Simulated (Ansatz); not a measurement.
SiC: pressure 7.5 GPa

Consider SiC (space group P6_3mc, No. 186; a = 3.079 Å, c = 15.107 Å).

Modification: cell and atoms relaxed at a pressure of 7.5 GPa.

Level of theory: Ansatz (a quantum-chemistry and plane-wave program), PBEsol, PAW, cutoff 420 eV, no spin-orbit coupling, earlier PAW set. Γ-centred 10×10×2 mesh, Fermi–Dirac width 0.05 eV.

```tsv
quantity	base	changed	shift
volume per atom	10.34 Å³	10.01 Å³	-0.322 Å³
density	3.22 g/cm³	3.32 g/cm³	+0.10 g/cm³
c/a ratio	4.907	4.906	-0.001
shortest interatomic distance	3.561 bohr	3.523 bohr	-0.0373 bohr
enthalpy H = E + PV relative to the base's energy	–	+0.48 eV/atom	–
band gap (an upper bound: an edge found on the path is not a true extremum; both cells)	1.92 eV	1.91 eV	-0.01 eV
```

Load acts through the strain it causes; cell and atoms are relaxed under it. Stability against distortions was not tested. No other phases were tried under pressure.
